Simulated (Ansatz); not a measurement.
The starting structures come from a database of crystals and need not be the phases stable at ambient conditions.

 Where the default PAW files enter, the runs use the earlier of Ansatz's two default sets.

Inside the gap of an insulator the Bloch states are evanescent, with a wavenumber k + iκ along the transport direction.

Given:

```xyz
9
Lattice="3.5353 0.0000 0.0000 0.0000 7.0555 0.0000 1.7677 -1.3557 4.6917" Properties=species:S:1:pos:R:3 pbc="T T T"
Mg     0.0000     3.5277     0.0000
V      1.7677     5.0539     2.6148
V      3.5353     0.6459     2.0769
O      3.5353     5.6946     2.6925
O      1.7677     0.0052     1.9992
O      3.5353     1.6248     0.7148
O      1.7677     4.0750     3.9769
O      1.7677     4.0356     1.2492
O      3.5353     1.6642     3.4425
```

Space group of this cell: C2/m. The cell is taken as given; by r2SCAN its mean pressure is -9.2 GPa.

Transport runs along the normal of the first two printed cell vectors.

No gap correction and no spin-orbit coupling; mid-gap values are interpolated between computed energies.

Problem. State the band gap and the smallest decay constant κ at mid-gap according to r2SCAN run with Ansatz (a first-principles code).

Solution. Gap 2.85 eV on a 10×6×10 mesh; κ = 0.518 1/Å, at (0.500, 0.250) of the in-plane reciprocal vectors. At the zone centre, at the nearest computed energy, the slowest state has κ = 0.55 1/Å.
